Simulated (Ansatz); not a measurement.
Take Os in the hcp (Mg type) structure (space group P6_3/mmc, No. 194; a = 2.754 Å, c = 4.347 Å; relaxed with 0.1 eV smearing) as the base.

Computed with PBE (Ansatz, a program for electronic structure), no SOC.

Base values:

- Pressure: 0.0 GPa
- Band gap: zero

It is then changed as follows: every lattice vector is stretched by 2.50 %, atoms relaxed at fixed cell.

**Question.** Estimate the effect on the pressure, energy relative to the base and band gap.

**Answer.** The pressure (mean of the normal stresses, compression positive) goes from zero to -24.6 GPa; the energy increases by 91 meV/atom; the band gap stays zero.

The cells carry an imposed strain or load. Stability against distortions was not tested. The final runs are not spin-polarised.
